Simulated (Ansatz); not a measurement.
Start from ZrC in the rock salt structure (space group Fm-3m, No. 225; a = 4.669 Å; relaxed with 0.1 eV smearing). Axes: x, y, z lie along the cube axes.

Structures relaxed with Kohn–Sham DFT with the PBEsol functional, run in Ansatz (an electronic-structure program) with PAW and 420 eV plane waves, no SOC.

Base:

Simulated powder pattern, Cu Kα, λ = 1.54184 Å (kinematic, ideal powder, no thermal factors, no anomalous dispersion; the 10 strongest lines at most, above 2 %, up to 2θ = 90°):

| 2θ (°) | I/Imax (%) | hkl |
|---|---|---|
| 33.24 | 100 | (111) |
| 38.56 | 79 | (200) |
| 55.68 | 51 | (220) |
| 66.41 | 42 | (311) |
| 69.77 | 17 | (222) |
| 82.67 | 8.1 | (400) |

The change: tensor shear ε_xy = +1.71 % (engineering shear γ = 0.0342); the atoms relax in the strained cell.

### Question
How do the reflections move or split?

### Answer

Simulated powder pattern, Cu Kα, λ = 1.54184 Å (kinematic, ideal powder, no thermal factors, no anomalous dispersion; the 10 strongest lines at most, above 2 %, up to 2θ = 90°):

```
2θ (°)  d (Å)  I/Imax (%)       hkl
------  -----  ----------  --------
32.85   2.726          98     (111)
33.63   2.665          92  (1 -1 1)
38.56   2.335          50     (002)
38.58   2.334         100     (200)
54.67   1.679          17     (220)
55.69   1.650          65     (202)
65.74   1.421          28     (311)
67.13   1.394          26  (3 -1 1)
68.88   1.363          17     (222)
70.71   1.332          16  (2 -2 2)
```

The indices refer to the base's conventional cell; one index is shown for lines that coincide. The space group is now Immm (No. 71).

Stability against distortions was not tested. All final runs are without spin polarisation.
